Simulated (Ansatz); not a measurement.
Band structure of PtAl2 (Fm-3m, 3 atoms in the cell).

```
PtAl2
1.0
    0.00000     3.02119     3.02119
    3.02119     0.00000     3.02119
    3.02119     3.02119     0.00000
Al Pt
2 1
Cartesian
  1.51060   1.51060   1.51060
  4.53179   4.53179   4.53179
  0.00000   0.00000   0.00000
```

Method of the run: PBE (plane waves, PAW; Ansatz, a quantum-chemistry and plane-wave program).

Settings: basis.ecutwfc = 30.9 Ry; kpoints.mp_grid.grid = 13 13 13; hamiltonian.xc = pbe; hamiltonian.pseudopotentials = {kind: paw} (the program's default PAW files); scf.occupations.method = fermi_dirac; scf.occupations.width = 0.01 Ry; kpoints.band_path.npoints = 8.

The starting cell has typed, rounded lattice constants, without a prior relaxation at this level. Its lattice was rescaled by a random factor within 2.5 % of one. Spin-orbit coupling is off. Spin polarisation is off.

Levels in eV from the Fermi level, bands 10 to 15:
```
point     10     11     12     13    14    15
-----  -----  -----  -----  -----  ----  ----
Γ      -3.45   2.45   3.75   3.75  3.75  5.04
X      -3.23  -3.01  -1.49  -1.49  2.69  3.27
W      -3.07  -2.66  -2.66  -0.86  4.88  4.88
K      -3.40  -2.91  -1.93  -0.57  3.02  5.19
L      -3.26  -3.26   1.00   1.00  3.62  4.77
U      -3.40  -2.91  -1.93  -0.57  3.02  5.19
```

Bands cross the Fermi level along this path, so the cell is metallic at this level.

Keys are those of Ansatz 0.2.
